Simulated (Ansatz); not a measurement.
Base system: CaSnS3 in the cubic perovskite structure (space group Pm-3m, No. 221; a = 4.945 Å; a model cell, its experimental status unchecked). Axes: x, y, z lie along the cube axes.

The values are results of Kohn–Sham DFT with the PBEsol functional, run in Ansatz (a program for electronic structure) with PAW and 420 eV plane waves, no spin-orbit coupling, not measurements.

Base values:

The pressure comes out as 0.0 GPa and the shortest interatomic distance comes out as 2.473 Å. The band gap is zero.

One thing is altered: the symmetric strain tensor [0.0002 0.0028 -0.0111; 0.0028 0.0070 -0.0097; -0.0111 -0.0097 0.0213], atoms relaxed at fixed cell.

Predict the new energy relative to the base, pressure, shortest interatomic distance and band gap.

The energy goes up by 6.3 meV/atom; the pressure (mean of the normal stresses, compression positive) goes from zero to -1.6 GPa; the shortest interatomic distance stays 2.473 Å; the band gap remains zero.

Without a gap, meshes like the base's 10×10×10 leave anisotropic stresses uncertain by several tenths of a GPa, and small strain energies with them. No phonon test of stability was made. The final runs are not spin-polarised. Many cubic perovskites are stable only at high temperature; tilts and polar distortions were not tested.
